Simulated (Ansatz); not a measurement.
We consider CsCl-type AuZn (cubic form, which distorts at low temperature), described by r²SCAN-D4 (PAW; Ansatz, an electronic-structure program).

Run with plane-wave cutoff 560 eV, 18×18×18 k mesh, Fermi–Dirac smearing 0.05 eV, scalar-relativistic PAW data made under PBE.

Pressure at four volumes; x = ln(V/15.426 Å³). One pressure is withheld.

```json
[
 {"V (Å³/atom)": "14.500", "x": "-0.0619", "P (GPa)": "?"},
 {"V (Å³/atom)": "14.809", "x": "-0.0408", "P (GPa)": "6.43"},
 {"V (Å³/atom)": "15.426", "x": "0.0000", "P (GPa)": "-0.02"},
 {"V (Å³/atom)": "16.351", "x": "0.0582", "P (GPa)": "-7.07"}
]
```

**Question.** Pass a parabola P(x) through the three rows shown, estimate the bulk modulus and its pressure derivative near zero pressure, and predict the withheld pressure.

**Answer.** Slopes between the rows: (-0.02 − (6.43))/(0.0000 − (-0.0408)) = -158.09 and (-7.07 − (-0.02))/(0.0582 − (0.0000)) = -121.13 GPa. Their difference over the span 0.0990 is c = 36.96/0.0990 = 373.3 GPa, so P(x) = 6.43 + (-158.09)(x − (-0.0408)) + 373.3 (x − (-0.0408))(x − (0.0000)). At the middle row B = −dP/dx = −[-158.09 + 373.3 × 0.0408] = 142.9 GPa, and B′ = dB/dP = 2c/B = 5.2. At x = -0.0619 the parabola gives 10.25 GPa; the run gives 10.33 GPa. The Birch–Murnaghan fit to the energies at all volumes has B0 = 142 GPa and B′ = 5.4.

Measured, for comparison: bulk modulus 131 GPa (temperature not stated, not corrected to a static lattice; as tabulated in Nepal et al. (2020), arXiv:2007.11150). Computed (rounded) less measured: bulk modulus +8 %. A static lattice is as a rule a little smaller and stiffer than an uncorrected measurement, which can account for part of this.

Note: symmetry holds this phase in the static calculation, where it need not be a minimum.

Spin–orbit coupling is not included; it can shift volumes and moduli of such heavy elements.
